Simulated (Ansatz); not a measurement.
For BAs (model structure, started from the BN type, Pm-3n, No. 223, 12 atoms in the cell), PBE (PAW; Ansatz, a first-principles code) gives:

```
Item                                  Result
------------------------------  ------------
equilibrium lattice constant a       5.922 Å
cohesive energy                 4.38 eV/atom
```

Question: What does r²SCAN+rVV10 (Ansatz, plane waves, PAW) give for the same quantities?

Answer: 
- lattice constant a: 5.879 Å (shrinks by 0.7 %)
- cohesive energy: 4.46 eV/atom (increases by 0.08 eV/atom)

Changes are worked out from the printed values.

Unless a cell is named, each level is at its own relaxed cell (PBE 17.31, r²SCAN+rVV10 16.93 Å³/atom).

Ansatz's density-functional and Hartree–Fock values are scalar-relativistic unless marked +SOC, with PAW data made under PBE.

A model structure was made by putting elements into a prototype or built by hand; it is no filed structure, need not be a known phase, and can be a saddle point held by its symmetry.
